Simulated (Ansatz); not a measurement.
CsCl-type LiCl (model structure), treated with HSE06 (plane waves, PAW; Ansatz, an electronic-structure program).

Numerical settings: plane-wave cutoff 500 eV, 6×6×6 k mesh, gaussian smearing 0.02 eV, scalar-relativistic PAW data made under PBE.

Cell (relaxed at this level):

```xyz
2
Lattice="3.2645 0.0000 0.0000 0.0000 3.2645 0.0000 0.0000 0.0000 3.2645" Properties=species:S:1:pos:R:3 pbc="T T T"
Li     0.0000     0.0000     0.0000
Cl     1.6323     1.6323     1.6323
```

Question: Predict the band gap.

Answer: 
- band gap = 5.70 eV (on the SCF k mesh)

Note: the relaxation could raise the start's symmetry but not lower it, so the cell can be a saddle point.

A model structure was made by putting elements into a prototype or built by hand; it is no filed structure, need not be a known phase, and can be a saddle point held by its symmetry.
